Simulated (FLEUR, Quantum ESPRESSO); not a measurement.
A Quantum ESPRESSO input for a self-consistent single point of Be2C (Fm-3m, 3 atoms in the cell) (DFT, PBE, plane waves, GBRV 1.5 ultrasoft (PBE) pseudopotentials):

```fortran
&control
  calculation = 'scf'
  prefix = 'be2c'
  outdir = './tmp/'
  pseudo_dir = './'
  tprnfor = .true.
  tstress = .true.
/
&system
  ibrav = 2
  A = 4.22742400
  nat = 3
  ntyp = 2
  ecutwfc = 40
  ecutrho = 200
  occupations = 'smearing'
  smearing = 'fermi-dirac'
  degauss = 0.000734986
/
&electrons
  conv_thr = 1.0d-10
  mixing_beta = 0.3
/
ATOMIC_SPECIES
Be     9.0122  be_pbe_v1.4.uspp.F.UPF
C     12.0110  c_pbe_v1.2.uspp.F.UPF
ATOMIC_POSITIONS crystal
Be    0.75000000    0.75000000    0.75000000
Be    0.25000000    0.25000000    0.25000000
C     0.00000000    0.00000000    0.00000000
K_POINTS automatic
7 7 7  0 0 0
```

Question: Write the same calculation as an input for FLEUR.

Answer: This is the input that was run; spellings and numerical settings could be chosen otherwise.

Input of the input generator:

```
Be2C FLAPW
&input film=f /
-0.0000000000 0.7071067812 0.7071067812
0.7071067812 -0.0000000000 0.7071067812
0.7071067812 0.7071067812 -0.0000000000
5.6488452559
1.0 1.0 1.0

3
4 0.7500000000 0.7500000000 0.7500000000
4 0.2500000000 0.2500000000 0.2500000000
6 0.0000000000 0.0000000000 0.0000000000

&comp jspins=1 /
&kpt div1=7 div2=7 div3=7 /
&end /
```

```xml
<?xml version="1.0" encoding="UTF-8" standalone="no"?>
<fleurInput fleurInputVersion="0.39">
   <comment>
      Be2C FLAPW                                                                                          
   </comment>
   <calculationSetup>
      <cutoffs Kmax="3.6" Gmax="14.4" GmaxXC="14.4" numbands="0"/>
      <scfLoop itmax="100" minDistance="0.00001" maxIterBroyd="99" imix="Anderson" alpha="0.05" precondParam="0.0" spinf="2.0"/>
      <coreElectrons ctail="T" frcor="F" kcrel="0" coretail_lmax="0"/>
      <xcFunctional name="pbe" relativisticCorrections="F"/>
      <magnetism jspins="1"/>
      <soc l_soc="F" theta="0.0" phi="0.0" spav="F"/>
      <expertModes spex="0" secvar="F"/>
      <geometryOptimization l_f="T" forcealpha="1.0" forcemix="BFGS" epsdisp="0.00001" epsforce="0.00001"/>
      <ldaU l_linMix="F" mixParam="0.05" spinf="1.0"/>
   </calculationSetup>
   <cell>
      <bzIntegration valenceElectrons="8.0" mode="hist" fermiSmearingEnergy="0.00036749">
         <kPointListSelection listName="default-1"/>
         <!-- k-points included here -->
         <xi:include xmlns:xi="http://www.w3.org/2001/XInclude" href="kpts.xml"> </xi:include>
      </bzIntegration>
      <!-- symmetry operations included here -->
      <xi:include xmlns:xi="http://www.w3.org/2001/XInclude" href="sym.xml"> </xi:include>
      <bulkLattice scale="1.0">
         <bravaisMatrix>
            <row-1>    0.0000000000000000     3.9943367863963397     3.9943367863963397</row-1>
            <row-2>    3.9943367863963397     0.0000000000000000     3.9943367863963397</row-2>
            <row-3>    3.9943367863963397     3.9943367863963397     0.0000000000000000</row-3>
         </bravaisMatrix>
      </bulkLattice>
   </cell>
   <atomSpecies>
      <species name="Beryllium (Be)" element="Be" atomicNumber="4">
         <mtSphere radius="1.65" gridPoints="569" logIncrement="0.018"/>
         <atomicCutoffs lmax="6" lnonsphr="4"/>
         <electronConfig flipSpins="F">
            <coreConfig>(1s1/2)</coreConfig>
            <valenceConfig>(2s1/2)</valenceConfig>
         </electronConfig>
         <energyParameters s="2" p="2" d="3" f="4"/>
      </species>
      <species name="Carbon (C)" element="C" atomicNumber="6">
         <mtSphere radius="1.65" gridPoints="569" logIncrement="0.018"/>
         <atomicCutoffs lmax="6" lnonsphr="4"/>
         <electronConfig flipSpins="F">
            <coreConfig>(1s1/2)</coreConfig>
            <valenceConfig>(2s1/2) (2p1/2) (2p3/2)</valenceConfig>
            <stateOccupation state="(2p1/2)" spinUp="0.3333333333333" spinDown="0.3333333333333"/>
            <stateOccupation state="(2p3/2)" spinUp="0.6666666666667" spinDown="0.6666666666667"/>
         </electronConfig>
         <energyParameters s="2" p="2" d="3" f="4"/>
      </species>
   </atomSpecies>
   <atomGroups>
      <atomGroup species="Beryllium (Be)">
         <relPos label="                   1">-1.000/4.000 -1.000/4.000 -1.000/4.000</relPos>
         <relPos label="                   2">1.000/4.000 1.000/4.000 1.000/4.000</relPos>
         <force calculate="T" relaxXYZ="TTT"/>
      </atomGroup>
      <atomGroup species="Carbon (C)">
         <relPos label="                   3">.0000000000 .0000000000 .0000000000</relPos>
         <force calculate="T" relaxXYZ="TTT"/>
      </atomGroup>
   </atomGroups>
   <output dos="F" band="F" slice="F">
      <checks vchk="F" cdinf="F"/>
      <bandDOS minEnergy="-.5*Htr" maxEnergy="0.5*Htr" sigma="0.015" storeEVData="T"/>
      <vacuumDOS vacdos="F" integ="F" star="F" nstars="0" locx1="0.0" locy1="0.0" locx2="0.0" locy2="0.0" nstm="0" tworkf="0.0"/>
      <unfoldingBand unfoldBand="F" supercellX="1" supercellY="1" supercellZ="1"/>
      <plotting iplot="0" polar="F">
         <plot TwoD="T" vec1="  1.0  0.0  0.0" vec2="  0.0  1.0  0.0" vec3="  0.0  0.0  1.0" zero="  0.0  0.0  0.0" file="plot"/>
      </plotting>
      <chargeDensitySlicing numkpt="0" minEigenval="0.0" maxEigenval="0.0" nnne="0" pallst="F"/>
      <specialOutput eonly="F"/>
      <magneticCircularDichroism mcd="F" energyLo="-10.0" energyUp="0.0"/>
   </output>
  <!-- We include the file relax.xml here to enable relaxations (see documentation) -->
  <xi:include xmlns:xi="http://www.w3.org/2001/XInclude" href="relax.xml"> <xi:fallback/> </xi:include>
</fleurInput>
```

Basis, cutoffs, solver keys and any potentials are the target program's own. This input uses DFT, PBE, all-electron FLAPW (FLEUR), scalar-relativistic valence. Both were run: gap on the mesh 1.448 eV in Quantum ESPRESSO and 1.471 in FLEUR.

On FLEUR: the starting cell comes from a database of computed structures (which also holds hypothetical and non-ambient phases and stackings), without a prior relaxation at this level. Its lattice was rescaled by a random factor within 2.5 % of one. For this run, on top of that: lattice scaled by 0.98. Values depend on the basis (sphere radii, cutoffs, local orbitals), which need not be converged.

On Quantum ESPRESSO: the starting cell comes from a database of computed structures (which also holds hypothetical and non-ambient phases and stackings), without a prior relaxation at this level. Its lattice was rescaled by a random factor within 2.5 % of one. For this run, on top of that: lattice scaled by 0.98. With a pressure of about 16 GPa the cell is away from its equilibrium volume at this level.
